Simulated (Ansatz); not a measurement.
Take HfO2 in the fluorite structure (space group Fm-3m, No. 225) as the base.

```
HfO2
1.0
    0.00000     2.54878     2.54878
    2.54878     0.00000     2.54878
    2.54878     2.54878     0.00000
Hf O
1 2
Direct
  0.00000   0.00000   0.00000
  0.25000   0.25000   0.25000
  0.75000   0.75000   0.75000
```

Computed with PBE in Ansatz (plane waves to 420 eV, PAW, no SOC).

The change: the cell is scaled by 0.9750 in all directions; the atoms relax in the strained cell.

Q: What happens to the mean gap deformation potential ΔEg/Δln V and energy relative to the base?

A: The mean gap deformation potential ΔEg/Δln V comes out as -2.4 eV; the energy grows by 52 meV/atom.

Spin-orbit coupling, missing from the scalar runs, can matter with Hf. No phonon test of stability was made. This is not the structure that HfO2 has at room temperature and ambient pressure.

Ansatz is an electronic-structure program.
